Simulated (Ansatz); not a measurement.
Start from TiPt$_{3}$ in the Cu3Au type structure (space group Pm-3m, No. 221; a = 3.948 Å; relaxed with 0.1 eV smearing). Axes: x, y, z lie along the cube axes.

The values are results of PBE (Ansatz, a first-principles code), no spin-orbit coupling, not measurements.

Modification: an isotropic linear strain of +1.20 %, atoms relaxed at fixed cell.

**Question.** Predict the stress tensor and what it implies for the stiffness.

**Answer.** Stress of the strained cell less that of the base (GPa, compression positive):
```
   -7.7     0.0     0.0
    0.0    -7.7     0.0
    0.0     0.0    -7.7
```

Then B = −ΔP/(ΔV/V₀) with ΔV/V₀ = 0.0364 gives secant stiffness values (nonlinear terms included at this strain): B ≈ 211 GPa.

As a check, the harmonic strain energy −½ V₀ Δσ:ε is 13 meV/atom; the computed energy rise is 14 meV/atom.

Stability against distortions was not tested. The final runs are not spin-polarised.
